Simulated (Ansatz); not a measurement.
We consider rutile MgH2, described by PBEsol (plane waves, PAW; Ansatz, a quantum-chemistry and plane-wave program).

Settings: plane-wave cutoff 520 eV, 8×8×12 k mesh (along the axes of the cell as run), Fermi–Dirac smearing 0.01 eV, scalar-relativistic PAW data made under PBE.

A third-order Birch–Murnaghan fit to the energies gives V0 = 10.043 Å³/atom, B0 = 50.0 GPa, B′ = 3.5.

| V (Å³/atom) | P (GPa) |
|---|---|
| 9.643 | ___ |
| 9.844 | 1.040 |
| 10.045 | -0.003 |
| 10.246 | ___ |
| 10.446 | -1.835 |

Problem. Estimate the withheld pressures from this fit; the answers are the runs' own values.

Solution. 
- 9.643, P (GPa): 2.185
- 10.246, P (GPa): -0.962

The formula P = (3/2) B0 (x^(7/3) − x^(5/3)) [1 + (3/4)(B′ − 4)(x^(2/3) − 1)] with x = V0/V meets the computed pressures within 0.01 GPa when these rounded values are put in.

Shape and atoms are relaxed at each volume.

Measured, for comparison: bulk modulus 49 ± 2 GPa (room temperature, not corrected to a static lattice, measured on MgD2; as tabulated in abstract on rutile-type MgD2 by neutron diffraction to 9.3 GPa, listed at scite); equilibrium volume per atom 10.27 Å³/atom (temperature not stated, not corrected to a static lattice; as tabulated in Ellinger et al., J. Am. Chem. Soc. 77, 2647 (1955) (COD 4124639)). Computed (rounded) less measured: bulk modulus +2 % (inside the measured uncertainty), equilibrium volume per atom -2.2 %. A static lattice is as a rule a little smaller and stiffer than an uncorrected measurement, which narrows the difference in the bulk modulus and would widen misses of the other sign.

Note: the bulk modulus comes from volumes at which shape and atoms were relaxed.

Static lattice: no zero-point or thermal effects.
